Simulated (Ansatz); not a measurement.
Seebeck coefficient (μV/K, mean over directions) of n-type Si3N4 (P6_3/m) against carrier density, Ansatz (an electronic-structure program) with PBEsol, rigid bands. Computed gap 4.19 eV; densities at which minority carriers matter at this gap, or further valleys turn the trend, are left out. Conductivity mass 0.50 mₑ (harmonic mean over directions), N_c = 1.7e19 cm⁻³ at 300 K.

```json
[
 {"electron density": "1e16 cm⁻³", "300 K": "-854", "500 K": "-929"},
 {"electron density": "1e17 cm⁻³", "300 K": "[?]", "500 K": "-730"},
 {"electron density": "1e18 cm⁻³", "300 K": "-458", "500 K": "-532"},
 {"electron density": "3e18 cm⁻³", "300 K": "-364", "500 K": "[?]"},
 {"electron density": "1e19 cm⁻³", "300 K": "[?]", "500 K": "-336"},
 {"electron density": "3e19 cm⁻³", "300 K": "-178", "500 K": "-247"},
 {"electron density": "1e20 cm⁻³", "300 K": "-99", "500 K": "-162"},
 {"electron density": "3e20 cm⁻³", "300 K": "-59", "500 K": "-120"}
]
```

### Question
Fill in the missing entries.

### Answer

- 1e17 cm⁻³, 300 K: -656
- 3e18 cm⁻³, 500 K: -438
- 1e19 cm⁻³, 300 K: -264

Rigid bands with a gap fixed in temperature, one relaxation time for all states, no polarons or phonon drag, and whether or not such doping can be reached. Spin-orbit coupling is left out.
